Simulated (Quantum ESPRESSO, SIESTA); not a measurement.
A Quantum ESPRESSO input for a self-consistent single point of Hf2Ni (I4/mcm, 6 atoms in the cell) (DFT, LDA (PZ), plane waves, PSlibrary ultrasoft (LDA) pseudopotentials):

```fortran
&control
 calculation = 'scf',
 prefix = 'pwscf',
 outdir = './tmp/',
 pseudo_dir = './',
 verbosity = 'high',
 tprnfor = .true.,
 tstress = .true.,
/
&system
 ibrav = 0,
 nat = 6,
 ntyp = 2,
 ecutwfc = 55,
 ecutrho = 330,
 occupations = 'smearing',
 smearing = 'fd',
 degauss = 0.0073499,
/
&electrons
 conv_thr = 1.0d-9,
 mixing_beta = 0.4,
/
ATOMIC_SPECIES
Hf   178.4900  Hf.pz-spn-rrkjus_psl.1.0.0.UPF
Ni    58.6934  Ni.pz-n-rrkjus_psl.1.0.0.UPF
ATOMIC_POSITIONS alat
Hf    0.202373761    0.408621231    0.503358957
Hf    0.408621231    0.202373761    0.000000000
Hf    0.202373761    0.813368753    0.000000000
Hf    0.408621231   -0.202373761    0.503358957
Ni    0.000000000    0.000000000    0.755038436
Ni    0.000000000    0.000000000    0.251679478
K_POINTS automatic
6 6 6  0 0 0
CELL_PARAMETERS angstrom
  -3.177870000     3.177870000     2.618040000
   3.177870000    -3.177870000     2.618040000
   3.177870000     3.177870000    -2.618040000
```

### Question
Write the same calculation as an input for SIESTA.

### Answer
This is the input that was run; spellings and numerical settings could be chosen otherwise.

```
# files in the folder: Hf.psml Ni.psml (PseudoDojo LDA standard)
SystemName  Hf2Ni
SystemLabel hf2ni

NumberOfAtoms                6
NumberOfSpecies              2
%block ChemicalSpeciesLabel
  1 72 Hf
  2 28 Ni
%endblock ChemicalSpeciesLabel
LatticeConstant              5.201139 Ang
%block LatticeVectors
    -0.610995015    0.610995015    0.503358976
     0.610995015   -0.610995015    0.503358976
     0.610995015    0.610995015   -0.503358976
%endblock LatticeVectors
AtomicCoordinatesFormat      ScaledCartesian
%block AtomicCoordinatesAndAtomicSpecies
     0.202373769    0.408621246    0.503358976  1
     0.408621246    0.202373769    0.000000000  1
     0.202373769    0.813368784    0.000000000  1
     0.408621246   -0.202373769    0.503358976  1
     0.000000000   -0.000000000    0.755038464  2
     0.000000000    0.000000000    0.251679488  2
%endblock AtomicCoordinatesAndAtomicSpecies

XC.functional                LDA
XC.authors                   PW92
PAO.BasisSize                DZP
PAO.EnergyShift              0.005 Ry
MeshCutoff                   300 Ry
%block kgrid.MonkhorstPack
    6   0   0  0.0
    0   6   0  0.0
    0   0   6  0.0
%endblock kgrid.MonkhorstPack
OccupationFunction           FD
ElectronicTemperature        1160.45 K

MaxSCFIterations             150
SCF.Mixer.Method             Broyden
SCF.Mixer.Weight             0.2
SCF.Mixer.History            8
SCF.DM.Tolerance             1.0E-04
Diag.ParallelOverK           true
WriteForces                  true
```

Basis settings and potentials, where a program has them, do not carry over. This input uses DFT, LDA PW92, numerical atomic orbitals DZP, PseudoDojo LDA standard norm-conserving potentials (rewritten from UPF to PSML). LDA parametrisations can differ slightly between programs.

The starting cell comes from a database of computed structures (which also holds hypothetical and non-ambient phases and stackings), without a prior relaxation at this level.
